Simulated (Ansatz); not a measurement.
# Response to strain in HfO2

Take HfO2 (space group P2_1/c, No. 14) as the base.

```
HfO2
1.0
    5.16182     0.00000     0.00000
    0.00000     5.21238     0.00000
   -0.89816     0.00000     5.27706
Hf O
4 8
Cartesian
  1.23618   0.22354   1.09960
  3.47657   2.82972   1.53893
  3.02749   4.98884   4.17746
  0.78710   2.38265   3.73813
  0.03357   1.71292   1.83885
  4.67917   4.31911   0.79968
  4.23010   3.49946   3.43821
 -0.41551   0.89327   4.47738
  1.89048   3.94684   2.51531
  2.82227   1.34065   0.12322
  2.37319   1.26553   2.76175
  1.44140   3.87172   5.15384
```

Cartesian axes are those of the cell as printed.

Strains are applied to the cell and any free atomic positions relax; under biaxial strain the out-of-plane vector relaxes too; under stress the whole cell relaxes.

All numbers come from plane-wave PAW DFT at the PBE level (Ansatz, a quantum-chemistry and plane-wave program, 420 eV), without spin-orbit coupling, earlier PAW set.

| change | band gap | volume per atom |
|---|---|---|
| base | 4.04 eV | 11.83 Å³ |
| biaxial strain −0.62 %, plane normal [001], relaxed out of plane | 4.08 eV | 11.75 Å³ |
| isotropic strain +2.18 % | 4.13 eV | 12.62 Å³ |
| uniaxial strain ε_xx = −1.30 % | 4.04 eV | 11.68 Å³ |
| uniaxial strain ε_yy = −2.71 % | 4.15 eV | 11.51 Å³ |
| tensor shear ε_xz = −3.28 % | 3.93 eV | 11.82 Å³ |
| uniaxial stress, 2 GPa tension along x | (withheld) | (withheld) |

Problem. What belongs in the blanks?

Solution. 
- uniaxial stress, 2 GPa tension along x, band gap: 4.03 eV
- uniaxial stress, 2 GPa tension along x, volume per atom: 11.88 Å³

Spin-orbit coupling, missing from the scalar runs, can matter with Hf. Gaps are Kohn–Sham eigenvalue differences; semilocal functionals usually give less than the measured gap. Beyond what the load breaks, stability against distortions was not tested.
